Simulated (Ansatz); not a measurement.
Start from HfO2 in the fluorite structure (space group Fm-3m, No. 225; a = 5.0010 Å). Axes: x, y, z lie along the cube axes.

Computed with LDA/PAW in Ansatz (a quantum-chemistry and plane-wave program), without spin-orbit coupling.

Now apply this change: an isotropic linear strain of +3.00 %; the atoms relax in the strained cell.

Predict the stress tensor and what it implies for the stiffness.

Stress of the strained cell less that of the base (GPa, compression positive):
```
 -20.75    0.00    0.00
   0.00  -20.75    0.00
   0.00    0.00  -20.75
```

Then B = −ΔP/(ΔV/V₀) with ΔV/V₀ = 0.0927 gives secant stiffness values (nonlinear terms included at this strain): B ≈ 224 GPa.

As a check, the harmonic strain energy −½ V₀ Δσ:ε is 61 meV/atom; the computed energy rise is 68 meV/atom.

Stability against distortions was not tested. This is not the structure that HfO2 has at room temperature and ambient pressure.
